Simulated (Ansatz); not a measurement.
**Cu, response to strain**

The parent structure is Cu in the fcc (Cu type) structure (space group Fm-3m, No. 225; a = 3.563 Å; relaxed with 0.1 eV smearing). Axes: x, y, z lie along the cube axes.

Strains are applied to the cell and any free atomic positions relax; under biaxial strain the out-of-plane vector relaxes too.

Computed with PBEsol (Ansatz, an electronic-structure program), spin-orbit coupling left out, earlier PAW set.

Notes on the quantities. energy relative to the base: free energy F; pressure: mean of the normal stresses, compression positive.

```json
[
 {"change": "base", "shortest interatomic distance": "2.520 Å", "energy relative to the base": "0 meV/atom", "pressure": "0.0 GPa"},
 {"change": "biaxial strain −3.51 %, plane normal [111], relaxed out of plane", "shortest interatomic distance": "2.431 Å", "energy relative to the base": "+33 meV/atom", "pressure": "…"},
 {"change": "biaxial strain +1.75 %, plane normal [111], relaxed out of plane", "shortest interatomic distance": "2.513 Å", "energy relative to the base": "+6.5 meV/atom", "pressure": "…"},
 {"change": "isotropic strain +1.32 %", "shortest interatomic distance": "2.553 Å", "energy relative to the base": "+8.8 meV/atom", "pressure": "-6.0 GPa"},
 {"change": "isotropic strain +1.36 %", "shortest interatomic distance": "2.554 Å", "energy relative to the base": "+9.4 meV/atom", "pressure": "-6.2 GPa"},
 {"change": "uniaxial strain ε_yy = +0.57 %", "shortest interatomic distance": "2.520 Å", "energy relative to the base": "+0.2 meV/atom", "pressure": "-0.9 GPa"},
 {"change": "uniaxial strain ε_zz = +1.31 %", "shortest interatomic distance": "2.520 Å", "energy relative to the base": "+1.3 meV/atom", "pressure": "-2.1 GPa"},
 {"change": "tensor shear ε_xy = −1.65 %", "shortest interatomic distance": "2.478 Å", "energy relative to the base": "+3.6 meV/atom", "pressure": "0.2 GPa"},
 {"change": "tensor shear ε_xz = −1.44 %", "shortest interatomic distance": "2.483 Å", "energy relative to the base": "+2.8 meV/atom", "pressure": "0.1 GPa"},
 {"change": "tensor shear ε_yz = −1.53 %", "shortest interatomic distance": "2.481 Å", "energy relative to the base": "+3.1 meV/atom", "pressure": "0.2 GPa"}
]
```

Q: Some entries are withheld; estimate them.

A: 
- biaxial strain −3.51 %, plane normal [111], relaxed out of plane, pressure: 9.6 GPa
- biaxial strain +1.75 %, plane normal [111], relaxed out of plane, pressure: -3.3 GPa

No phonon test of stability was made. All final runs are without spin polarisation.
